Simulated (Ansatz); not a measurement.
Base system: Au in the fcc (Cu type) structure (space group Fm-3m, No. 225; a = 4.124 Å).

Method: Kohn–Sham DFT with the r2SCAN functional, run in Ansatz (a program for electronic structure) with PAW and 500 eV plane waves, no SOC.

Base values:

The lattice parameter a is 4.124 Å.

One thing is altered: W takes the place of Au on all its sites; the structure is relaxed again.

Tabulated Pauling electronegativity and covalent radius: Au 2.54, 1.36 Å; W 2.36, 1.62 Å.

Q: Predict the new lattice parameter a.

A: The lattice parameter a drops by 0.107 Å, from 4.124 Å to 4.017 Å.

Stability against distortions was not tested. The final runs are not spin-polarised. This is not the structure that W has at room temperature and ambient pressure.
